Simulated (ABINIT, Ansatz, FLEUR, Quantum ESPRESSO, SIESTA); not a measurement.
## Code comparison for CaMoF6 (R-3, 8 atoms in the cell)

Self-consistent single point.

```
CELL_PARAMETERS angstrom
      2.80272     1.61815     4.95432
     -2.80272     1.61815     4.95432
      0.00000    -3.23630     4.95432
ATOMIC_POSITIONS crystal
  Ca 0.50000 0.50000 0.50000
  Mo 0.00000 0.00000 0.00000
  F  0.13477 0.32724 0.77331
  F  0.86523 0.67276 0.22669
  F  0.77331 0.13477 0.32724
  F  0.22669 0.86523 0.67276
  F  0.32724 0.77331 0.13477
  F  0.67276 0.22669 0.86523
```
Moments meant for the start (each program seeds them in its own way; μB, in the order of the atoms Ca Mo F F F F F F): 0.0 2.0 0.0 0.0 0.0 0.0 0.0 0.0.

All programs got the same cell, k-point mesh and kind of occupations, and the same starting moments (in Ansatz's words: kpoints.mp_grid.grid = 3 3 3; magnetization.spin_polarized = true; scf.occupations.method = fermi_dirac; scf.occupations.width = 0.01 eV); potentials, basis and cutoffs are each program's usual ones.

| code | model | pressure (GPa) | largest force (eV/Å) | size of the net moment (μB/atom) | k-points | cutoff |
|---|---|---|---|---|---|---|
| Ansatz | LDA (PW92), PAW files made with PBE | -4.94 | 0.334 | 0.25 | 6 | default |
| FLEUR | LDA (Perdew-Zunger), all-electron FLAPW (FLEUR), scalar-relativistic valence | – | – | 0.25 | 6 | Kmax 4.7 1/bohr |
| SIESTA | LDA PW92, numerical atomic orbitals DZP, PseudoDojo LDA standard norm-conserving potentials (rewritten from UPF to PSML) | -2.36 | 0.196 | 0.25 | 14 | grid 400 Ry |
| Quantum ESPRESSO | LDA (PW92), PseudoDojo standard norm-conserving (LDA) pseudopotentials | -4.60 | 0.337 | 0.25 | 6 | 85 Ry |
| ABINIT | LDA (PW92), PAW (JTH v2.0 LDA PAW) | -4.92 | 0.346 | 0.25 | 6 | 24 Ha |

A dash marks a value that a program does not give, or that is left out as unsure.

The spread over the programs that give each value: pressure within 2.58 GPa; largest force within 0.150 eV/Å; size of the net moment within 0.00 μB/atom.

The starting cell comes from a database of computed structures (which also holds hypothetical and non-ambient phases and stackings), without a prior relaxation at this level. On Ansatz's run: With one magnetic atom in the cell only a parallel order is possible. In the base run, with a pressure of about -4 GPa the cell is away from its equilibrium volume at this level. Without a gap this mesh is coarse (it stands for a supercell whose shortest vector is 17 Å).

### Question
Why do the programs differ, and what cannot be compared?

### Answer
Differences of this kind can come from the potentials, where these differ, and from what each basis and cutoff leave unconverged. The zero of total energies and Fermi levels follows the potentials and each program's conventions, so they are not compared here. SIESTA uses small atom-centred bases, whose incompleteness enters pressures, forces and empty levels differently from a plane-wave cutoff. FLEUR treats all electrons, but the usual bases taken here (sphere radii, linearisation, local orbitals, empty states) were not tested for convergence, so the values are no reference for the others. Ansatz's pressure is given at a fixed set of plane waves, as the other plane-wave codes print theirs; with its correction for the finite basis it is -4.49 GPa (the shift of 0.45 GPa shows how far the cutoff is from converged). Site moments depend on each program's spheres or projections; the total moment of the cell does not. The programs reduce the same mesh by symmetry to different extents, which changes the work and not the result. In the pressure, SIESTA (by 2.56) lies more than 1 GPa from the median of the plane-wave programs. In the force vectors, SIESTA (by 0.218) lies more than 0.08 eV/Å from the median of the plane-wave programs.

The shared mesh is coarse (it stands for a supercell whose shortest vector is 17 Å), so the values are not converged in it.

Left out of this page: GPAW and CP2K (failed or unconverged); Elk (unsound by tests on forces, stress, charge or solver warnings).

Ansatz is a program for electronic structure.

Keys are those of Ansatz 0.2.
